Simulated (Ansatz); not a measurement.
The starting structures come from a database of crystals and need not be the phases stable at ambient conditions.

Inside the gap of an insulator the Bloch states are evanescent, with a wavenumber k + iκ along the transport direction.

Consider the following.

```
CELL_PARAMETERS angstrom
      8.59043     0.00000     0.00000
     -4.29521     7.43953     0.00000
      4.29521     2.47984     3.50703
ATOMIC_POSITIONS crystal
  Sb 0.24430 0.62215 0.13355
  Sb 0.25570 0.37785 0.62215
  Sb 0.00000 0.87785 0.62215
  Sb 0.50000 0.12215 0.62215
  Ir 0.50000 0.48825 0.98825
  Ir 0.00000 0.51175 0.98825
  Ir 0.52350 0.01175 0.98825
  Ir 0.97650 0.98825 0.03525
  S  0.50000 0.88344 0.38344
  S  0.00000 0.11656 0.38344
  S  0.73312 0.61656 0.38344
  S  0.76688 0.38344 0.84968
```

Space group of this cell: P2_13. The cell is taken as given; by PBEsol its mean pressure is -3.3 GPa.

Transport runs along the normal of the first two printed cell vectors, the (111) plane of the conventional cell.

No gap correction and no spin-orbit coupling; mid-gap values are interpolated between computed energies.

**Question.** Compute, with PBEsol in Ansatz (an electronic-structure program), the band gap and the smallest decay constant κ at mid-gap.

**Answer.** Gap 1.43 eV on a 8×8×8 mesh; κ = 0.188 1/Å, at the zone centre.
